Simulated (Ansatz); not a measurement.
A hypothetical phase is included: elements placed on a structure type, which no database files for this compound.

By PBEsol, the system below comes out a metal.

```
CELL_PARAMETERS angstrom
      5.96144     0.00000     0.00000
      0.00000     5.96144     0.00000
      2.98072    -2.98072     4.21537
ATOMIC_POSITIONS crystal
  Ca 0.25000 0.25000 0.50000
  Ca 0.50000 0.50000 0.00000
```

The cell was relaxed by PBE-D3(BJ).

The current flows along the normal of the first two printed cell vectors, the (001) plane of the conventional cell. No spin-orbit coupling; the value is a mean over 0.1 eV about the Fermi level.

### Question
Give the ballistic conductance per area that PBEsol (Ansatz, a program for electronic structure) yields.

### Answer
0.37 × 10¹⁵ S/m² for both spins.
